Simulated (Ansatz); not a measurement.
The starting structures come from a database of crystals and need not be the phases stable at ambient conditions.

 Where the default PAW files enter, the runs use the earlier of Ansatz's two default sets.

By LDA, the system below comes out a metal.

Without scattering a metal conducts by its projected Fermi surface.

Consider the following.

```
CELL_PARAMETERS angstrom
      2.91969     0.00000     0.00000
      0.00000     4.89317     0.00000
     -1.36439     0.00000     2.47096
ATOMIC_POSITIONS crystal
  Au 0.66934 0.25000 0.33467
  Au 0.33066 0.75000 0.66533
```

Space group of this cell: Cmcm. The cell is taken as given; by LDA its mean pressure is -9.7 GPa.

The current flows along the normal of the first two printed cell vectors. No spin-orbit coupling; the value is a mean over 0.1 eV about the Fermi level.

Question: Predict the ballistic conductance per area from LDA run with Ansatz (a program for electronic structure).

Answer: 0.86 × 10¹⁵ S/m² for both spins.
